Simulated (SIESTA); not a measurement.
Band structure of ZrV₂Ga₄ (I4/mmm, 7 atoms in the cell).

```
Zr(VGa2)2
1.0
   -3.21733     3.21733     2.58135
    3.21733    -3.21733     2.58135
    3.21733     3.21733    -2.58135
Zr V Ga
1 2 4
Direct
  0.00000   0.00000   0.00000
  0.75000   0.25000   0.50000
  0.25000   0.75000   0.50000
  0.30306   0.30306   0.60612
  0.69694   0.69694   0.39388
  0.30306   0.69694   0.00000
  0.69694   0.30306   0.00000
```

Computed with SIESTA with LDA PW92, numerical atomic orbitals DZP, PseudoDojo LDA standard norm-conserving potentials (rewritten from UPF to PSML).

Settings: XC.functional = LDA; XC.authors = PW92; potentials = PseudoDojo LDA standard; PAO.BasisSize = DZP; PAO.EnergyShift = 0.01 Ry; MeshCutoff = 350 Ry; kgrid.MonkhorstPack = 6 6 6; OccupationFunction = MP; OccupationMPOrder = 1; ElectronicTemperature = 3156.43 K; MaxSCFIterations = 150; SCF.Mixer.Method = Pulay; SCF.Mixer.Weight = 0.2; SCF.Mixer.History = 8.

The starting cell comes from a database of computed structures (which also holds hypothetical and non-ambient phases and stackings), without a prior relaxation at this level. Spin polarisation is off. Values carry the incompleteness of an atom-centred basis.

Levels in eV from the Fermi level, bands 42 to 47:
```csv
point,42,43,44,45,46,47
Γ,-1.83,-1.50,-1.02,-0.55,0.53,0.91
X,-1.72,-1.16,-1.06,-0.74,0.50,0.81
M,-1.45,-1.20,-0.85,0.24,0.24,0.55
Z,-0.99,-0.76,-0.23,0.20,0.20,0.33
P,-1.10,-0.91,-0.91,-0.08,-0.08,0.31
N,-1.06,-0.68,-0.29,-0.21,0.39,0.54
Z1,-0.99,-0.76,-0.23,0.20,0.20,0.33
```

Bands cross the Fermi level along this path, so the cell is metallic at this level.

Higher empty bands are left out: an atom-centred basis made for the valence describes them poorly.
